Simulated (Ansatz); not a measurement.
Start from HfN in the rock salt structure (space group Fm-3m, No. 225; relaxed with 0.1 eV smearing).

```xyz
2
Lattice="0.0000 2.2629 2.2629 2.2629 0.0000 2.2629 2.2629 2.2629 0.0000" Properties=species:S:1:pos:R:3 pbc="T T T"
Hf     0.0000     0.0000     0.0000
N      2.2629     2.2629     2.2629
```

Cartesian axes are those of the cell as printed.

Computed with plane-wave PAW DFT at the r2SCAN level (Ansatz, an electronic-structure program, 500 eV), scalar-relativistic without spin-orbit coupling.

Base values:

Shortest interatomic distance: 226.3 pm

Modification: uniaxial strain ε_zz = +0.50 %, all other strain components held at zero; the atoms relax in the strained cell.

Problem. What does the calculation give for the stress, energy relative to the base and shortest interatomic distance after the change?

Solution. The stress (xx, yy, zz, yz, xz, xy; compression positive) amounts to (-0.6, -0.6, -2.9, 0.0, 0.0, 0.0) GPa; the energy grows by 0.5 meV/atom; the shortest interatomic distance is still 226.3 pm.

Whether these cells are dynamically stable was not tested. All final runs are without spin polarisation. An odd electron count without spin: HfN.
